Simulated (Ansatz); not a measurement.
# A computed series for TiO2: response to strain

Start from TiO$_{2}$ in the rutile structure (space group P4_2/mnm, No. 136; a = 4.548 Å, c = 2.917 Å). Axes: x, y, z lie along a, b, c of the conventional cell.

Strains are applied to the cell and any free atomic positions relax; under biaxial strain the out-of-plane vector relaxes too.

The values are results of plane-wave PAW DFT at the LDA level (Ansatz, a first-principles code, 420 eV), no spin-orbit coupling, not measurements.

Candidates:
(a) biaxial strain −1.80 %, plane normal [001], relaxed out of plane
(b) biaxial strain −3.00 %, plane normal [001], relaxed out of plane
(c) biaxial strain −1.20 %, plane normal [001], relaxed out of plane
(d) biaxial strain −0.60 %, plane normal [001], relaxed out of plane

Question: Order them by out-of-plane strain, lowest first.

Answer: (d) biaxial strain −0.60 %, plane normal [001], relaxed out of plane (+0.41 %), (c) biaxial strain −1.20 %, plane normal [001], relaxed out of plane (+0.84 %), (a) biaxial strain −1.80 %, plane normal [001], relaxed out of plane (+1.29 %), (b) biaxial strain −3.00 %, plane normal [001], relaxed out of plane (+2.27 %)

Stability against distortions was not tested. All final runs are without spin polarisation.
